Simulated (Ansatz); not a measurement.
The starting structures come from a database of crystals and need not be the phases stable at ambient conditions.

The decay constant κ of evanescent states in the gap governs leakage through a thin film.

```
CELL_PARAMETERS angstrom
      8.71568     0.00000     0.00000
     -4.35784     7.54800     0.00000
      0.00000     0.00000     5.43335
ATOMIC_POSITIONS crystal
  Sr 0.37285 0.30745 0.25000
  Sr 0.62715 0.69255 0.75000
  Sr 0.06540 0.37285 0.75000
  Sr 0.93460 0.62715 0.25000
  Sr 0.69255 0.06540 0.25000
  Sr 0.30745 0.93460 0.75000
  Co 0.33333 0.66667 0.25000
  Co 0.66667 0.33333 0.75000
  C  0.14849 0.45141 0.25000
  C  0.85151 0.54859 0.75000
  C  0.69708 0.14849 0.75000
  C  0.30292 0.85151 0.25000
  C  0.54859 0.69708 0.25000
  C  0.45141 0.30292 0.75000
  N  0.02312 0.29559 0.25000
  N  0.97688 0.70441 0.75000
  N  0.72753 0.02312 0.75000
  N  0.27247 0.97688 0.25000
  N  0.70441 0.72753 0.25000
  N  0.29559 0.27247 0.75000
```

Space group of this cell: P6_3/m. The cell is taken as given; by PBEsol its mean pressure is -3.2 GPa.

Transport runs along the normal of the first two printed cell vectors, the (001) plane of the conventional cell.

The gap is the functional's own, uncorrected, and κ follows it; spin-orbit coupling is left out. Mid-gap values are interpolated between the computed energies.

Predict the band gap and the smallest decay constant κ at mid-gap from Ansatz (a quantum-chemistry and plane-wave program) with PBEsol.

Gap 1.10 eV on a 6×6×6 mesh; κ = 0.290 1/Å, at the zone centre.
